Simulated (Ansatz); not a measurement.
**InP under load (space group I-4m2): band-edge transport data**

Consider the following.

```yaml
crystal:
  lattice:
    - [0.00000, 2.92233, 3.04496]
    - [2.92233, 0.00000, 3.04496]
    - [2.92233, 2.92233, 0.00000]
  atoms:
    - { symbol: In, position: [0.00000, 0.00000, 0.00000] }
    - { symbol: P, position: [0.25000, 0.25000, 0.25000] }
```

Computed with r2SCAN with spin-orbit coupling, rigid bands (plane waves, PAW; Ansatz, a first-principles code). Condition of this run: uniaxial stress zz = -2 GPa (compression positive) (the target of the relaxation). Geometry: cell and atoms relaxed with r2SCAN, then loaded as said.

```
Property                                                                                                                                                              Value
---------------------------------------------------------------------------------------------------------------------------------------  ----------------------------------
band gap                                                                                                                                                            0.87 eV
electron conductivity mass (300 K, dilute)                                                                                               0.077 (x), 0.077 (y), 0.085 (z) mₑ
hole conductivity mass (300 K, dilute)                                                                                                      0.40 (x), 0.40 (y), 0.55 (z) mₑ
effective density of states N_c (300 K)                                                                                                                         5.2e17 cm⁻³
effective density of states N_v (300 K)                                                                                                                         1.1e19 cm⁻³
density-of-states mass, electrons                                                                                                                                  0.076 mₑ
density-of-states mass, holes                                                                                                                                       0.58 mₑ
Seebeck coefficient, n-type 1e19 cm⁻³, 300 K                                                                                                                       -54 μV/K
Seebeck coefficient, p-type 1e19 cm⁻³, 300 K                                                                                                                       286 μV/K
best p-type power factor at 300 K for τ = 10 fs (best axis; densities from 1e16 to 1e21 cm⁻³ tried, whether or not they can be reached)        10.2 μW/(cm·K²) at 3e20 cm⁻³
```

Rigid bands; masses and Seebeck coefficients take one relaxation time τ for all states and one kind of carrier; polarons and phonon drag are left out.
